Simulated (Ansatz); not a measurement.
Nb3Sn (model structure, started from the D03 type, Fm-3m, No. 225, 4 atoms in the cell), treated with PBEsol (PAW; Ansatz, an electronic-structure program).

Numerical settings: plane-wave cutoff 520 eV, 14×14×14 k mesh, Fermi–Dirac smearing 0.05 eV, no spin polarisation, scalar-relativistic PAW data made under PBE.

Cell (relaxed at this level):

```cif
data_Nb12Sn4
_chemical_formula_sum 'Sn4 Nb12'
_space_group_name_H-M_alt 'Fm-3m'
_space_group_IT_number 225
_space_group_name_Hall '-F 4 2 3'
_cell_length_a 6.63355
_cell_length_b 6.63355
_cell_length_c 6.63355
_cell_angle_alpha 90.000
_cell_angle_beta 90.000
_cell_angle_gamma 90.000
loop_
_atom_site_label
_atom_site_type_symbol
_atom_site_symmetry_multiplicity
_atom_site_Wyckoff_symbol
_atom_site_fract_x
_atom_site_fract_y
_atom_site_fract_z
_atom_site_occupancy
Sn1 Sn 4 a 0.00000 0.00000 0.00000 1
Nb1 Nb 4 b 0.50000 0.50000 0.50000 1
Nb2 Nb 8 c 0.25000 0.25000 0.25000 1
```
(The calculation used a cell of 4 atoms; values per cell refer to that cell.)

### Question
Give the computed bulk modulus B0.

### Answer

- bulk modulus B0 = 175 GPa

Note: the run has no spin polarisation, so it can have missed a magnetic state; the bulk modulus is −V dP/dV from two relaxed cells at ±2 % in volume; the relaxation could raise the start's symmetry but not lower it, so the cell can be a saddle point.

Spin–orbit coupling is not included.

The computed numbers hold no vibrational or temperature effects.

It cost roughly 90 core-seconds of CPU time.

A model structure was made by putting elements into a prototype or built by hand; it is no filed structure, need not be a known phase, and can be a saddle point held by its symmetry.
